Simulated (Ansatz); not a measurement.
A working Ansatz (a first-principles code) input for Te₃As₂ (P-3m1, 5 atoms in the cell) (DFT, PBE, plane waves, default PAW files):

Ansatz 0.2 input:
```yaml
# Te3As2
crystal:
  lattice:
    - [4.406588, 0.000000, 0.000000]
    - [-2.203294, 3.816217, 0.000000]
    - [0.000000, 0.000000, 6.866131]
  atoms:
    - { symbol: As, position: [0.333333, 0.666667, 0.246700] }
    - { symbol: As, position: [0.666667, 0.333333, 0.753300] }
    - { symbol: Te, position: [0.000000, 0.000000, 0.000000] }
    - { symbol: Te, position: [0.333333, 0.666667, 0.647000] }
    - { symbol: Te, position: [0.666667, 0.333333, 0.353000] }
kpoints:
  mp_grid: { grid: [6, 6, 4] }
hamiltonian:
  xc: pbe
  pseudopotentials: { kind: paw }
scf:
  occupations: { method: cold, width: 0.01 Ry }
output:
  forces: true
  eigenvalues: true
  stress: true
```

The run converged in 7 iterations: free energy E − TS (on the zero of these files) -30648.6824 eV; Fermi level (on the code's own zero) 13.10 eV; pressure 20.48 GPa; largest force (vector length) 1.461 eV/Å. Each of these slips is then made, one at a time:

(1)
```diff
-  occupations: { method: cold, width: 0.01 Ry }
+  occupations: { method: fixed }
```

(2)
```diff
-  occupations: { method: cold, width: 0.01 Ry }
+  occupations: { method: cold, width: 0.147 Ry }
```

(3)
```diff
-    - [4.406588, 0.000000, 0.000000]
-    - [-2.203294, 3.816217, 0.000000]
-    - [0.000000, 0.000000, 6.866131]
+    - [8.327244, 0.000000, 0.000000]
+    - [-4.163622, 7.211605, 0.000000]
+    - [0.000000, 0.000000, 12.975107]
```

Problem. How does each altered input end?

Solution. 
(1) Fixed (insulator-type) occupations in a metal. The run converged in 8 iterations without an error; against the sound input the free energy rises by 34.1 meV/atom, the pressure goes from 20.48 to 21.51 GPa and the largest force goes from 1.461 to 1.724 eV/Å. The full log also holds (shortened here): “WARN: iter 1: σ=0 fill of 39 bands saw a band overlap (occupied 13.5368 eV > unoccupied 12.2012 eV) — on an unconverged iterate often a transient of an (band_overlap_at_count)”.

(2) A smearing width that is far too large. The run converged in 7 iterations without an error; against the sound input the free energy drops by 12.2 meV/atom, the pressure goes from 20.48 to 20.24 GPa and the largest force goes from 1.461 to 1.802 eV/Å.

(3) Cell lengths in the wrong unit (bohr against Å). The run converged in 23 iterations without an error; against the sound input the free energy goes up by 2.57 eV/atom, the pressure goes from 20.48 to -0.96 GPa and the largest force goes from 1.461 to 0.361 eV/Å.

The starting cell was generated: these elements placed on a structure prototype, without a prior relaxation; it need not be a known phase or ordering of this composition. In the base run, with a pressure of about 20 GPa the cell is away from its equilibrium volume at this level. In the base run, forces exceed 1 eV/Å. Ansatz's pressure includes its estimate of the finite-basis (Pulay) stress. The run gives no clean gap (levels at the Fermi energy touch, overlap or are partly filled at this smearing), which alone does not show that the compound is a metal.

Left out of this page: 3 runs of the series outside the window shown, repeating another row's setting, or not comparable; 1 run of the series on a method kept out of this collection.
